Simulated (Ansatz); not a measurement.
Start from ZnS in the wurtzite structure (space group P6_3mc, No. 186; a = 3.845 Å, c = 6.306 Å). Axes: x lies along a and z along c of the hexagonal cell.

One thing is altered: uniaxial strain ε_zz = +3.20 %, all other strain components held at zero, atoms relaxed at fixed cell.

Levels (all Ansatz, a first-principles code, PAW): PBE (420 eV, no SOC); HSE06 (420 eV, spin-orbit coupling left out).

The geometry is relaxed with PBE.

- PBE band gap = 1.85 eV

Predict the band gap from HSE06.

The band gap goes up by 1.196 eV to 3.04 eV.

Single points use the geometry relaxed with PBE. Whether these cells are dynamically stable was not tested.
